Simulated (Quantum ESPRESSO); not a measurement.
**Habitual settings against a tight run: CoGe (Cm, 8 atoms in the cell)**

Self-consistent single point.

```yaml
crystal:
  lattice:
    - [6.16464, -1.87054, 0.00000]
    - [6.16464, 1.87054, 0.00000]
    - [-1.02682, 0.00000, 4.65581]
  atoms:
    - { symbol: Co, position: [0.20183, 0.20183, 0.26815] }
    - { symbol: Co, position: [0.66581, 0.66581, 0.96858] }
    - { symbol: Co, position: [0.63611, 0.63611, 0.47982] }
    - { symbol: Co, position: [0.87659, 0.87659, 0.87066] }
    - { symbol: Ge, position: [0.04258, 0.04258, 0.69710] }
    - { symbol: Ge, position: [0.82833, 0.82833, 0.34245] }
    - { symbol: Ge, position: [0.25874, 0.25874, 0.77804] }
    - { symbol: Ge, position: [0.48979, 0.48979, 0.09520] }
```

Computed with PBEsol, PSlibrary PAW (PBE) pseudopotentials (plane waves; Quantum ESPRESSO).

Base settings: ecutwfc = 50 Ry; ecutrho = 300 Ry; occupations = smearing; smearing = marzari-vanderbilt; degauss = 0.0099958 Ry; input_dft = pbesol; potentials = {Co: Co.pbe-n-kjpaw_psl.1.0.0.UPF, Ge: Ge.pbe-n-kjpaw_psl.1.0.0.UPF}; K_POINTS = automatic 5 5 4 0 0 0; conv_thr = 1e-10 Ry.

Tight run (finer mesh or higher cutoff; not a proven limit): ecutwfc: 50 Ry → 70 Ry; ecutrho: 300 Ry → 420 Ry; conv_thr: 1e-10 Ry → 7.3e-11 Ry; K_POINTS: automatic 5 5 4 0 0 0 → automatic 7 7 6 0 0 0. It gave Fermi level (on the code's own zero) 11.08 eV; pressure 1.60 GPa; largest force (vector length) 0.168 eV/Å.

Quick runs, as changes from the base:
- A: the base itself
- B: ecutwfc: 50 Ry → 30 Ry; ecutrho: 300 Ry → 180 Ry; K_POINTS: automatic 5 5 4 0 0 0 → automatic 1 1 1 0 0 0
- C: ecutwfc: 50 Ry → 33 Ry; ecutrho: 300 Ry → 198 Ry; smearing: marzari-vanderbilt → fermi-dirac; degauss: 0.0099958 Ry → 0.0147 Ry; input_dft: pbesol → default; pseudopotentials: {Co: Co.pbe-n-kjpaw_psl.1.0.0.UPF, Ge: Ge.pbe-n-kjpaw_psl.1.0.0.UPF} → {Co: Co.pz-n-kjpaw_psl.1.0.0.UPF, Ge: Ge.pz-n-kjpaw_psl.1.0.0.UPF}; K_POINTS: automatic 5 5 4 0 0 0 → automatic 6 6 6 1 1 1 [LDA (PZ)]
- D: ecutwfc: 50 Ry → 25 Ry; ecutrho: 300 Ry → 150 Ry; K_POINTS: automatic 5 5 4 0 0 0 → automatic 4 4 4 0 0 0
- E: ecutwfc: 50 Ry → 28 Ry; ecutrho: 300 Ry → 168 Ry; input_dft: pbesol → default; pseudopotentials: {Co: Co.pbe-n-kjpaw_psl.1.0.0.UPF, Ge: Ge.pbe-n-kjpaw_psl.1.0.0.UPF} → {Co: Co.pz-n-kjpaw_psl.1.0.0.UPF, Ge: Ge.pz-n-kjpaw_psl.1.0.0.UPF}; K_POINTS: automatic 5 5 4 0 0 0 → automatic 2 2 2 0 0 0 [LDA (PZ)]
- F: ecutwfc: 50 Ry → 35 Ry; ecutrho: 300 Ry → 210 Ry; K_POINTS: automatic 5 5 4 0 0 0 → automatic 4 4 4 1 1 1

Energies are extrapolated to zero smearing width, which holds to low order in the width alone (under cold and Methfessel-Paxton smearing the free energy itself is taken).

Dashes: energy of C, E, another energy zero.

† marks runs with another functional, U, potentials or spin treatment: their distance from the tight run is not a convergence error alone.

The count of work is k-points × plane waves × bands × iterations; it is no time. Core times come from one kind of shared machine and are given to one figure; runs under 30 s give none.

The starting cell comes from a database of computed structures (which also holds hypothetical and non-ambient phases and stackings), without a prior relaxation at this level. Its lattice was rescaled by a random factor within 2.5 % of one. Spin polarisation is off. Without a gap this mesh is coarse (it stands for a supercell whose shortest vector is 19 Å).

```
run  energy less tight (meV/atom)  pressure less tight (GPa)  largest miss in a force vector (eV/Å)  count of work / tight  core time / tight (rough)
---  ----------------------------  -------------------------  -------------------------------------  ---------------------  -------------------------
A                             6.7                      -0.58                                  0.066                   0.22                        0.3
B                           800.4                      -0.56                                  2.203                 0.0038                       0.06
C†                              –                      -4.90                                  0.096                   0.22                        0.3
D                           572.1                     -44.45                                  0.141                  0.051                       0.08
E†                              –                     -20.98                                  0.491                  0.017                       0.04
F                            36.1                       0.06                                  0.084                  0.077                        0.1
```

Among the runs at the tight run's level, the energy misses run from 6.7 to 800.4 meV/atom.
